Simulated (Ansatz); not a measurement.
Fluorite HfO2 (high-temperature phase), treated with r²SCAN+rVV10 in Ansatz (PAW).

Numerical settings: plane-wave cutoff 600 eV, 8×8×8 k mesh, finite displacements, scalar-relativistic PAW data made under PBE.

Computed at the level's own relaxed cell.

```
HfO2
1.0
    0.00000     2.52339     2.52339
    2.52339     0.00000     2.52339
    2.52339     2.52339     0.00000
Hf O
1 2
Direct
  0.00000   0.00000   0.00000
  0.25000   0.25000   0.25000
  0.75000   0.75000   0.75000
```

Harmonic phonon frequencies (cm⁻¹; i marks an imaginary mode; at Γ without the LO shift):

| q point | frequencies |
|---|---|
| Γ | 0 0 0 247 247 247 599 599 599 |
| X | 225i 103 103 261 310 310 581 581 714 |
| L | 93 93 199 418 418 519 530 530 606 |

Imaginary modes appear, so the structure is dynamically unstable at this level.

Note: symmetry holds this phase in the static calculation, where it need not be a minimum; the run finds an imaginary mode (225i cm⁻¹), so the cell is a saddle point at this level.

Ansatz is a quantum-chemistry and plane-wave program.
